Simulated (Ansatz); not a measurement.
## Response to strain in CdSe

The parent structure is CdSe in the wurtzite structure (space group P6_3mc, No. 186; a = 4.383 Å, c = 7.154 Å). Axes: x lies along a and z along c of the hexagonal cell.

Strains are applied to the cell and any free atomic positions relax; under biaxial strain the out-of-plane vector relaxes too; under stress the whole cell relaxes.

Method: PBE, PAW, 420 eV (Ansatz, an electronic-structure program; no spin-orbit coupling).

Notes on the quantities. pressure: mean of the normal stresses, compression positive; energy relative to the base: free energy F.

| case | pressure | band gap | volume per atom | energy relative to the base |
|---|---|---|---|---|
| base | 0.00 GPa | 0.54 eV | 29.75 Å³ | 0 meV/atom |
| biaxial strain −1.18 %, plane normal [001], relaxed out of plane | 0.62 GPa | 0.53 eV | 29.35 Å³ | – |
| biaxial strain +1.14 %, plane normal [001], relaxed out of plane | -0.57 GPa | 0.51 eV | 30.15 Å³ | – |
| isotropic strain −2.10 % | 3.30 GPa | 0.68 eV | 27.92 Å³ | +18 meV/atom |
| isotropic strain −1.01 % | 1.46 GPa | 0.61 eV | 28.86 Å³ | [?] |
| isotropic strain −0.65 % | 0.92 GPa | 0.59 eV | 29.18 Å³ | +1.6 meV/atom |
| isotropic strain +2.78 % | -3.02 GPa | 0.37 eV | 32.30 Å³ | +26 meV/atom |
| uniaxial strain ε_zz = +1.27 % | -0.55 GPa | 0.49 eV | 30.13 Å³ | [?] |
| uniaxial stress, 1 GPa tension along z | – | 0.49 eV | 29.97 Å³ | +1.6 meV/atom |
| uniaxial stress, 2 GPa compression along z | – | 0.52 eV | 29.30 Å³ | +7.5 meV/atom |

Q: Complete the table.

A: 
- isotropic strain −1.01 %, energy relative to the base: +4.0 meV/atom
- uniaxial strain ε_zz = +1.27 %, energy relative to the base: +1.1 meV/atom

Beyond what the load breaks, stability against distortions was not tested.
